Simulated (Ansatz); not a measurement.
The parent structure is C in the diamond structure (space group Fd-3m, No. 227; a = 3.560 Å). Axes: x, y, z lie along the cube axes.

All numbers come from r2SCAN in Ansatz (plane waves to 500 eV, PAW, without spin-orbit coupling).

Before the change:

The band gap comes out as 4.36 eV.

Modification: tensile biaxial strain of 1.00 % in the plane normal to [001], as in epitaxy on a mismatched substrate; the out-of-plane cell vector and the atoms relax.

### Question
What happens to the energy relative to the base and band gap?

### Answer
The energy grows by 4.2 meV/atom; the band gap drops by 0.36 eV to 4.00 eV.

No phonon test of stability was made.

Ansatz is a quantum-chemistry and plane-wave program.
